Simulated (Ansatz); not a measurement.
Consider GaSb in the zinc blende structure (space group F-43m, No. 216; a = 6.132 Å).

The other end (x = 1) is ZnSb in the zinc blende structure (space group F-43m, No. 216; a hypothetical phase, not in the database extracts checked): 27.61 Å³/atom, gap zero; this end may not be an ambient phase.

Level of theory: plane-wave PAW DFT at the r2SCAN level (Ansatz, a program for electronic structure, 500 eV), no SOC.

Zn replaces a fraction x of Ga; each row is one arrangement (x, atoms in the cell, starting space group or random), fully relaxed.

One change was made to it. Results:

```csv
quantity,base,after
mixing energy (to 0.01 eV only: unlike meshes or grids) (against an end that may be hypothetical),–,-0.01 eV/atom
mean first-shell distances,–,"Ga–Sb 2.653 Å (end compound 2.655 Å), Zn–Sb 2.620 Å (end compound 2.617 Å)"
volume per atom,28.83 Å³,28.48 Å³
band gap,0.41 eV,zero
```

Q: Which change produced these results?
A) x(Zn) = 0.25, 8 atoms, I-42m
B) x(Zn) = 0.5, 4 atoms, P-4m2
C) x(Zn) = 0.5, 4 atoms, R3m
D) x(Zn) = 0.5, 8 atoms, P-4m2

A: A, x(Zn) = 0.25, 8 atoms, I-42m. For comparison, the mean first-shell distances in the other runs: x(Zn) = 0.5, 4 atoms, P-4m2 gives Ga–Sb 2.633 Å (end compound 2.655 Å), Zn–Sb 2.642 Å (end compound 2.617 Å); x(Zn) = 0.5, 4 atoms, R3m gives Ga–Sb 2.643 Å (end compound 2.655 Å), Zn–Sb 2.629 Å (end compound 2.617 Å); x(Zn) = 0.5, 8 atoms, P-4m2 gives Ga–Sb 2.635 Å (end compound 2.655 Å), Zn–Sb 2.640 Å (end compound 2.617 Å).

These are small ordered cells, not random alloys; other orderings at the same x differ. With Sb present, leaving out spin-orbit coupling can change the band edges. No phonon test of stability was made. All final runs are without spin polarisation. An odd electron count without spin: ZnGa3Sb4, ZnSb and ZnGaSb2.
